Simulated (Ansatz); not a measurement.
Data:

```xyz
1
Lattice="-1.5238 1.5238 1.4794 1.5238 -1.5238 1.4794 1.5238 1.5238 -1.4794" Properties=species:S:1:pos:R:3 pbc="T T T"
V      0.0000     0.0000     0.0000
```

The numbers are results of PBEsol, rigid bands (plane waves, PAW, scalar-relativistic; Ansatz, a program for electronic structure), not measurements. Condition of this run: biaxial strain xx = yy = +3 %, z clamped. How the cell was made: cell and atoms relaxed with PBEsol, then loaded as said.

Predict the product ρ₀λ of resistivity and mean free path that follows from the Fermi surface's area.

3.6 (x), 3.6 (y), 3.4 (z) ×10⁻¹⁶ Ω·m².

And the Drude plasma energy and the root-mean-square Fermi velocity at 300 K?

7.8 (x), 7.8 (y), 8.0 (z) eV; 4.2e5 m/s.

A metal at this level (no band gap); rigid bands, thermally averaged at 300 K, both spins. Spin-orbit coupling is left out. τ is one relaxation time for all states; the product of resistivity and mean free path takes one path for all states instead.

Treated as nonmagnetic (a ferromagnetic start lost its moment, other orders weren't tried): V under load (space group I4/mmm).
